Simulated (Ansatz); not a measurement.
For B20 (FeSi-type) CoSi, PBE in Ansatz (plane waves, PAW) gives:

| Property | Result |
|---|---|
| lattice constant a | 4.431 Å |
| bulk modulus | 219 GPa |
| cohesive energy | 5.39 eV/atom |
| enthalpy of formation | -0.605 eV/atom |

**Question.** What does r²SCAN-D4 in Ansatz (PAW) give for the same quantities?

**Answer.** 
- lattice constant a: 4.370 Å (decreases by 1.4 %)
- bulk modulus: 252 GPa (increases by 15 %)
- cohesive energy: 5.36 eV/atom (drops by 0.03 eV/atom)
- formation enthalpy: -0.540 eV/atom (moves by +0.065 eV/atom)

For comparison: lattice constant a 4.444 Å (measured, temperature not stated, no zero-point or thermal correction; as tabulated in Wikipedia's data pages); bulk modulus 207 GPa (measured, temperature not stated, no zero-point or thermal correction; as tabulated in Electronic Structure of B20 (FeSi-Type) Transition-Metal Monosilicides …); formation enthalpy -0.511 ± 0.01 eV/atom (measured, 298 K, copied from a table, unchecked, not corrected to a static lattice; as tabulated in Wang et al. (2021), doi:10.1038/s41598-021-94550-5).

Changes are worked out from the printed values.

Unless a cell is named, each level is at its own relaxed cell (PBE 10.87, r²SCAN-D4 10.43 Å³/atom).

The crystal itself was run without spin with PBE, r²SCAN-D4; a magnetic state was not tried in these runs.

Ansatz's density-functional and Hartree–Fock values are scalar-relativistic unless marked +SOC, with PAW data made under PBE.

Ansatz is a program for electronic structure.
